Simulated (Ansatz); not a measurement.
Results of PBE+SOC (Ansatz, an electronic-structure program, PAW) for GeSi3 (model structure, P-4m2, No. 115, 4 atoms in the cell).

Run with plane-wave cutoff 520 eV, 10×10×6 k mesh (along the axes of the cell as run), Fermi–Dirac smearing 0.01 eV, PAW data made under PBE.

Cell (relaxed with PBEsol):

```xyz
4
Lattice="3.8795 0.0000 0.0000 0.0000 3.8795 0.0000 0.0000 0.0000 5.4839" Properties=species:S:1:pos:R:3 pbc="T T T"
Si     1.9398     0.0000     4.1412
Si     0.0000     0.0000     0.0000
Si     0.0000     1.9398     1.3427
Ge     1.9398     1.9398     2.7419
```

Q: Predict the band gap and smallest direct gap on the k points sampled.

A: 
* **band gap**: 0.32 eV (indirect)
* **smallest direct gap on the k points sampled**: 0.59 eV

Note: the relaxation could raise the start's symmetry but not lower it, so the cell can be a saddle point; cell and atoms aren't relaxed at this level (largest force component 0.06 eV/Å, pressure 2.2 GPa).

Static lattice: no zero-point or thermal effects.

A model structure was made by putting elements into a prototype or built by hand; it is no filed structure, need not be a known phase, and can be a saddle point held by its symmetry.
